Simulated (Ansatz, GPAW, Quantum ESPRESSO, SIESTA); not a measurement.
# One structure in several programs: Mg2Zn (P1, 6 atoms in the cell)

Self-consistent single point, at a second geometry (atoms moved at random). First geometry:

```
Mg2Zn
1.0
    4.85597     0.00000     0.00000
    0.00000     1.54752     7.92648
    0.00000    -1.54752     7.92648
Mg Zn
4 2
Cartesian
  0.00000   0.00000  15.80906
  0.00000   0.00000  10.61008
  0.00000   0.00000   5.28728
  2.42799   0.00000   8.80395
  2.42799   0.00000  14.06412
  2.42799   0.00000   3.55297
```

Second geometry:
```
CELL_PARAMETERS angstrom
      4.85597     0.00000     0.00000
      0.00000     1.54752     7.92648
      0.00000    -1.54752     7.92648
ATOMIC_POSITIONS crystal
  Mg 0.00502 0.00056 0.98848
  Mg 0.99973 0.66095 0.67845
  Mg 0.98204 0.35142 0.31783
  Mg 0.49584 0.55112 0.55454
  Zn 0.50992 0.87960 0.90231
  Zn 0.50743 0.22300 0.22505
```

Shared settings, as Ansatz (a program for electronic structure) writes them: kpoints.mp_grid.grid = 4 5 5; scf.occupations.method = gaussian; scf.occupations.width = 0.01 Ry. Potentials and cutoffs stand in the table.

```tsv
code	model	ΔF from the first geometry (meV/atom)	pressure (GPa)	largest force (eV/Å)	cutoff
SIESTA	LDA PW92, numerical atomic orbitals DZP, PseudoDojo LDA standard norm-conserving potentials (rewritten from UPF to PSML)	12.5	-4.65	0.681	grid 300 Ry
GPAW	LDA (Perdew-Wang 92), GPAW PAW datasets LDA (gpaw-data 1.0.1)	5.9	-3.43	0.296	850 eV
Quantum ESPRESSO	LDA (PZ), GBRV 1.5 ultrasoft (LDA) pseudopotentials	5.9	-3.66	0.294	50 Ry
Ansatz	LDA (PW92), PAW files made with PBE	5.9	-3.42	0.295	30.9 Ry
```

Size of the force on each atom (eV/Å): Sizes of forces hide their directions.

```
code                Mg1    Mg2    Mg3    Mg4    Zn5    Zn6
----------------  -----  -----  -----  -----  -----  -----
SIESTA            0.200  0.120  0.381  0.289  0.681  0.444
GPAW              0.114  0.093  0.261  0.147  0.296  0.205
Quantum ESPRESSO  0.115  0.093  0.261  0.148  0.294  0.202
Ansatz            0.114  0.093  0.261  0.148  0.295  0.204
```

The spread over the programs that give each value: ΔF from the first geometry within 6.6 meV/atom; pressure within 1.23 GPa; largest force within 0.387 eV/Å.

SIESTA uses small atom-centred bases, whose incompleteness enters pressures, forces and empty levels differently from a plane-wave cutoff. Ansatz's pressure is given at a fixed set of plane waves, as the other plane-wave codes print theirs. The same LDA comes in different parametrisations, which differ slightly. In the pressure, SIESTA (by 1.22) lies more than 1 GPa from the median of the plane-wave programs. In the force vectors, SIESTA (by 0.394) lies more than 0.08 eV/Å from the median of the plane-wave programs.

The shared mesh is coarse (it stands for a supercell whose shortest vector is 15 Å), so the values are not converged in it.

The starting cell comes from a database of computed structures (which also holds hypothetical and non-ambient phases and stackings), without a prior relaxation at this level. For this run, on top of that: atoms moved at random.

Left out of this page: CP2K (unsound by tests on forces, stress, charge or solver warnings); Elk (not drawn, or without a comparable value).

Keys are those of Ansatz 0.2.
